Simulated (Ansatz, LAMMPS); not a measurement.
## Bulk modulus of CsCl-type NiAl: levels of theory against measurement

Reference value: 156 GPa (measured, room temperature, no zero-point or thermal correction; as tabulated in Yamada et al. (2019), arXiv:1910.09660).

| level (code) | value (GPa) | cell (Å³/atom) | difference (%) |
|---|---|---|---|
| MEAM MoCoNiVFeAlCr_2nn.meam (LAMMPS) | 158 | 11.91 | +1.3 |
| LDA (Ansatz) | 186 | 11.36 | +19.2 |
| PBE (Ansatz) | 159 | 12.11 | +1.9 |
| PBEsol (Ansatz) | 173 | 11.72 | +10.9 |
| r²SCAN (Ansatz) | 176 | 11.74 | +12.8 |
| HSE06 (Ansatz) | 172 | 11.75 | +10.3 |
| PBE0 (Ansatz) | 174 | 11.73 | +11.5 |

Leaving aside MEAM MoCoNiVFeAlCr_2nn.meam, which can be fitted to such values or carry a doubt: The reference is not for a static lattice or low temperature, so close values are not ranked against it.

The reference has no zero-point or thermal correction, while the calculations are for a static lattice, so the differences are not the levels' errors alone. A static lattice is as a rule stiffer than a warm one, by over a tenth in soft solids. The crystal itself was run without spin with LDA, PBE, PBEsol, r²SCAN, HSE06, PBE0. MEAM MoCoNiVFeAlCr_2nn.meam: the potential file covers more elements than this solid holds. HSE06, PBE0: the run has no spin polarisation, so it can have missed a magnetic state. Each level is taken at its own relaxed cell. Cutoffs and k meshes differ between the levels. Ansatz's density-functional and Hartree–Fock values are scalar-relativistic unless marked +SOC, with PAW data made under PBE.

Empirical potentials (MEAM MoCoNiVFeAlCr_2nn.meam) are fitted to chosen data, which need not cover the solid at hand: agreement can be built in, and what lay outside the fit can be far off.

Differences are worked out from the printed values.

Ansatz is a quantum-chemistry and plane-wave program.
